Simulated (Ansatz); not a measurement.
The starting structures come from a database of crystals and need not be the phases stable at ambient conditions.

 Where the default PAW files enter, the runs use the earlier of Ansatz's two default sets.

```yaml
crystal:
  lattice:
    - [5.26409, 0.00245, 0.00000]
    - [-0.86447, 5.19263, 0.00000]
    - [2.19981, 2.59754, 4.01551]
  atoms:
    - { symbol: K, position: [0.25000, 0.25000, 0.00000] }
    - { symbol: K, position: [0.75000, 0.75000, 0.00000] }
    - { symbol: H, position: [0.50000, 0.00000, 0.50000] }
    - { symbol: H, position: [0.00000, 0.50000, 0.50000] }
    - { symbol: F, position: [0.64290, 0.14290, 0.21420] }
    - { symbol: F, position: [0.35710, 0.85710, 0.78580] }
    - { symbol: F, position: [0.14290, 0.35710, 0.50000] }
    - { symbol: F, position: [0.85710, 0.64290, 0.50000] }
```

Space group of this cell: I4/mcm. The cell was relaxed by PBE-D3(BJ); by r2SCAN its mean pressure is -1.4 GPa.

Transport runs along the normal of the first two printed cell vectors, the (110) plane of the conventional cell.

The gap is the functional's own. No spin-orbit coupling. Mid-gap values are interpolated on the energy grid.

Problem. Predict the band gap and the smallest decay constant κ at mid-gap from Ansatz (a program for electronic structure) with r2SCAN.

Solution. Gap 7.84 eV on a 8×8×8 mesh; κ = 0.569 1/Å, at the zone centre.
